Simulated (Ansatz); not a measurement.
Cell and atoms of amorphous silicon oxide (Si$_{24}$O$_{47}$):

```xyz
71
Lattice="10.6745 -0.1221 0.3520 -0.1221 9.8032 -0.1129 0.3520 -0.1129 10.2905" Properties=species:S:1:pos:R:3 pbc="T T T"
Si     1.6879     4.1461     6.8715
Si    10.2509     3.1358     3.9135
Si     7.3254     5.6397     6.8688
Si     1.1216     5.4954     9.2941
Si     4.3963     8.8778     9.5459
Si    10.3832     6.2974     7.2516
Si     0.7985     7.8972     1.0149
Si     7.9030     4.7009     4.2130
Si    10.3467     0.2925    10.3831
Si     0.8185     9.1494     5.9969
Si     3.3331     2.5930     1.7207
Si     7.4694     5.8289     1.3666
Si     7.5051     2.0739     3.3408
Si     6.2746     0.5900     5.6620
Si     5.6112     8.0482     6.9699
Si     3.4660     9.2114     2.0565
Si     7.4301     2.6582     7.8116
Si     3.6798     9.0216     4.9986
Si     2.1948     9.1310     8.8487
Si     6.2704     3.0664     0.6056
Si    10.3861     1.6162     7.5236
Si     8.5850     7.8642     1.1889
Si     0.5065     3.2513     0.7519
Si     2.5943     2.5996     4.5748
O     10.6570     7.6424     6.3701
O      0.0464     3.9208     2.1409
O      3.4780     0.3884     9.4397
O      4.6410     0.5420     5.5866
O      3.1852     3.3991     3.1092
O      0.9119     9.0526    10.0061
O      8.5991     9.3255     0.4642
O      7.1069     2.4240     9.4127
O      0.9760     2.7223     7.3615
O      0.4933     5.1376     6.3058
O      5.5420     8.8447     8.4289
O      2.0076     8.4497     1.8854
O      3.1501     7.8182     9.1048
O      2.2456     4.8886     8.2614
O      7.1311     7.4339     1.8566
O      2.0448     9.0363     4.9436
O      6.1547     6.6021     7.4243
O      9.0089     2.4615     7.4383
O      4.6878     2.8723     0.8421
O      6.5293     4.7100     0.6846
O      8.6342     6.4302     0.3321
O      4.4719     8.7911     0.8027
O      7.2515     5.7600     5.2376
O     10.6005     0.4964     6.3332
O     10.4154     1.6627     0.9717
O      2.0989     2.9635     0.6908
O      2.7947     3.8926     5.7428
O      4.1114     8.6843     3.4456
O      6.6676     8.9104     6.0617
O      3.3055     0.9823     2.0563
O      6.6222     1.6643     6.8230
O      9.3817     4.2694     4.7341
O      0.8393     2.7544     4.3795
O      9.1268     1.9693     3.5237
O      0.2746     6.6127     8.4342
O      8.1263     5.2285     2.7045
O      0.3543     4.1577     9.8667
O      8.7844     6.1162     7.3723
O      6.9213     3.4005     4.1092
O      7.1035     2.2063     1.7445
O      1.1666     6.4757     0.3552
O     10.0096     7.8862     2.0632
O      1.5801     9.3702     7.4324
O      4.2024     7.9014     6.1150
O      6.8619     0.8142     4.1504
O      6.9996     4.1690     7.4410
O     10.1779     0.6600     8.8556
```

Method: PBE, scalar-relativistic without spin-orbit coupling (plane waves to 420 eV, PAW; Ansatz, a program for electronic structure). The usual formal charges leave 2 electrons over, so the level spacing at the Fermi energy parts defect or band states and needn't be the band gap.

The cell was made by melting and quenching with the CHGNet potential and then relaxed with DFT. O atoms were pushed apart under 1.9 Å during the dynamics, to hinder bonds among them. The hot cell started wider than the set density and was brought back towards it in steps. It is the lowest in DFT energy of 2 quenches. It is a model cell: composition and starting density were chosen by hand, and all elements were melted together. No dispersion term was used. Its density started from a set value of 2.20 and ended at 2.20 g/cm³. The quench (nominally 320 K/ps over its main leg) was far faster than any real one, so the model tends to hold more defects than a real film. Values belong to this one cell and scatter from quench to quench. The volume was held where the preparation left it and the shape relaxed, at a PBE pressure of 1.4 GPa. Stress components on the final sampling reach 1.4 GPa. On a 2×2×2 Γ-centred mesh force components of up to 0.25 eV/Å stay, since the relaxation ran on the zone centre alone.

Neighbours within Si-Si 2.60 Å, Si-O 1.98 Å, O-O 1.58 Å count as bonded. Two cations that share two anions don't count as bonded, nor two that share one unless they lie closer than Si-Si 2.38 Å.

Give the coordination numbers, mean bond lengths and angles.


- Mean coordination of Si by anions: 3.96 (1 with 3, 23 with 4)
- Mean coordination of O: 2.02 (46 with 2, 1 with 3)
- Mean Si-O bond: 1.644 Å (spread 0.043 Å, 95 counted)
- Bond angle at Si: mean 109.2°, spread 6.2°
- Bond angle at O: mean 132.2°, spread 19.0°

Which atoms depart from the most common coordination of their element?

Si24 has 3 (O51 1.75 Å, O29 1.77 Å, O57 1.77 Å); O30 has 3 (Si19 1.73 Å, Si9 1.79 Å, Si7 1.83 Å).

List the pairs of like atoms that count as bonded by the rules above.

There are none by these rules.
